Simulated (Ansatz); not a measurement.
**O interstitial in rock-salt TiN**

Calculation: PBE, PAW (plane waves to 420 eV; Ansatz, an electronic-structure program). Details: 64-site cell; 4×4×4 shifted k-points; start: void with 4N4Ti nearest; no Hubbard U; finite-size errors of tenths of an eV; the relaxation kept the symmetry of the starting site; relaxed from one start, so a lower configuration may exist.

Neighbours after relaxation, in Å: of the O atom: Ti 1.91, Ti 1.91, Ti 1.91, Ti 1.91.

Formation energies E_f are those of the neutral cell. Chemical conditions: N-rich (Δμ(O) = -2.86 eV, bounded by anatase TiO2; only phases computed here count, gases as isolated molecules at 0 K); Ti-rich (Δμ(O) = -5.74 eV, bounded by Ti6O (P-31c); only phases computed here count, gases as isolated molecules at 0 K). Reference phases: O: O2 molecule in a box.

The name describes the start; the neighbours show where the added atom ended.

```
charge         moment (μB)  point group  largest move off a lattice site (Å)  E_f, N-rich (eV)  E_f, Ti-rich (eV)
------  ------------------  -----------  -----------------------------------  ----------------  -----------------
0       not spin-polarised           Td                                 0.31              5.10               7.98
```

Point groups are those of the whole cell at tolerances of 0.03 and 0.1 Å ("near" where only the looser one holds); none is given for unsettled states.
